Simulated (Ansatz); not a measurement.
**How far to go with the SCF threshold: CrBrO (Pmm2, 6 atoms in the cell)**

```
CrBrO
1.0
    3.36944     0.00000     0.00000
    0.00000     3.96850     0.00000
    0.00000     0.00000     8.91362
Cr Br O
2 2 2
Direct
  0.00000   0.00000   0.60014
  0.50000   0.50000   0.40547
  0.00000   0.50000   0.19431
  0.50000   0.00000   0.80569
  0.50000   0.00000   0.45432
  0.00000   0.50000   0.54568
```
Moments meant for the start (each program seeds them in its own way; μB, in the order of the atoms Cr Cr Br Br O O): 3.0 3.0 0.0 0.0 0.0 0.0.

Method of the run: PBEsol+U, default PAW files made with PBE (plane waves; Ansatz, a first-principles code).

Base settings: basis.ecutwfc = 420 eV; kpoints.mp_grid.grid = 5 4 2; hamiltonian.xc = pbesol; hamiltonian.pseudopotentials = {kind: paw} (the program's default PAW files); hamiltonian.hubbard.sites = [{species: Cr, l: d, u_eff: 3.7}] eV; magnetization.spin_polarized = true; scf.occupations.method = fermi_dirac; scf.occupations.width = 0.02 eV.

The mesh stays at the base's, so the ladder's end is converged at best in this setting alone.

Only quantities that move along the ladder and can be compared are tabulated.

These are the values that this program gave, and no reference: magnets with a U can end in a higher state.

The count of work is k-points × plane waves × bands × iterations; it is no time. 

The starting cell comes from a database of computed structures (which also holds hypothetical and non-ambient phases and stackings), without a prior relaxation at this level. Its lattice was rescaled by up to half a per cent. One atom was moved a little off its site on purpose. The magnetic order is the one reached from the typed start; others were not searched systematically. With U or open f shells several self-consistent states can exist. In the base run, with a pressure of about -6 GPa the cell is away from its equilibrium volume at this level. In the base run, forces exceed 1 eV/Å. Ansatz's pressure includes its estimate of the finite-basis (Pulay) stress.

```csv
scf.convergence.dr2_threshold,free energy less the last step's (meV/atom),pressure (GPa),largest difference of a force vector from the last step's (eV/Å),gap on the mesh (eV),count of work / last
0.1 eV,3.63,-5.56,0.043,0.837,0.23
0.01 eV,0.76,-5.62,0.020,0.993,0.37
0.001 eV,0.11,-5.71,0.016,1.071,0.53
0.0001 eV,0.00,-5.80,0.001,1.098,0.63
1e-05 eV,0.00,-5.80,0.000,1.099,0.77
1e-06 eV,0.00,-5.80,0.000,1.100,0.70
1e-07 eV,0.00,-5.80,0.000,1.099,0.73
1e-08 eV,0.00,-5.80,0.000,1.099,0.83
1e-10 eV,0.00,-5.80,0.000,1.099,0.90
1e-12 eV,0.00,-5.80,0.000,1.099,1.0
```

Coarsest scf.convergence.dr2_threshold that holds the pressure within 0.05 GPa of the last step, with all finer ones: 0.0001 eV; the step before is off by 0.09 GPa.

Coarsest scf.convergence.dr2_threshold that holds the gap on the mesh within 0.01 eV of the last step, with all finer ones: 0.0001 eV; the step before is off by 0.028 eV.

Coarsest scf.convergence.dr2_threshold that holds the free energy within 1 meV/atom of the last step, with all finer ones: 0.01 eV, at 0.37 of the last step's count of work; the step before is off by 3.6 meV/atom.

Keys are those of Ansatz 0.2.
